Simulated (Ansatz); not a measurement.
Bulk modulus of L1₀ (CuAu-type) CuAu at several levels of theory

No measured value is used here.

```json
[
 {"level (code)": "LDA (Ansatz)", "value (GPa)": "190", "cell (Å³/atom)": "13.78"},
 {"level (code)": "BLYP (Ansatz)", "value (GPa)": "108", "cell (Å³/atom)": "16.11"},
 {"level (code)": "PBE (Ansatz)", "value (GPa)": "140", "cell (Å³/atom)": "15.00"},
 {"level (code)": "PBE+SOC (Ansatz)", "value (GPa)": "144", "cell (Å³/atom)": "14.91"},
 {"level (code)": "PBEsol (Ansatz)", "value (GPa)": "171", "cell (Å³/atom)": "14.21"},
 {"level (code)": "revPBE (Ansatz)", "value (GPa)": "127", "cell (Å³/atom)": "15.34"},
 {"level (code)": "RPBE (Ansatz)", "value (GPa)": "123", "cell (Å³/atom)": "15.48"},
 {"level (code)": "PBE-D3(BJ) (Ansatz)", "value (GPa)": "163", "cell (Å³/atom)": "14.33"},
 {"level (code)": "PBE-D4 (Ansatz)", "value (GPa)": "159", "cell (Å³/atom)": "14.46"},
 {"level (code)": "PBEsol-D3(BJ) (Ansatz)", "value (GPa)": "194", "cell (Å³/atom)": "13.68"},
 {"level (code)": "r²SCAN (Ansatz)", "value (GPa)": "157", "cell (Å³/atom)": "14.53"},
 {"level (code)": "r²SCAN+SOC (Ansatz)", "value (GPa)": "161", "cell (Å³/atom)": "14.44"}
]
```

Density-functional levels without +SOC have no spin–orbit coupling. BLYP: the cell is over a tenth larger than the published one: the level's own overestimate first of all, though another phase or state, or a fault of the published cell, is possible. Each level is taken at its own relaxed cell. Cutoffs differ between the levels. Ansatz's density-functional and Hartree–Fock values are scalar-relativistic unless marked +SOC, with PAW data made under PBE.

Ansatz is a quantum-chemistry and plane-wave program.
